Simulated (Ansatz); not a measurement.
Gap of a (4,4) BN nanotube at several levels, all on one geometry.

Levels: PBE (plane waves to 420 eV, PAW; Ansatz, a program for electronic structure); r2SCAN (plane waves to 500 eV, PAW; Ansatz); HSE06 (Ansatz). Unmarked values and the geometry are of the first. Mesh 1×1×12. No spin polarisation. Isolated but for its images some 11 Å away. An idealised model, rolled from the flat sheet. Only distortions within the start's symmetry and period were free. HSE06 ran on a 1×1×7 mesh and at PBE's edge points.

| level | gap (eV) |
|---|---|
| PBE | 4.29 |
| r2SCAN | (withheld) |
| HSE06 | 5.65 |

Task: Some entries are withheld; supply them.

Result: 
- r2SCAN, gap (eV): 4.91
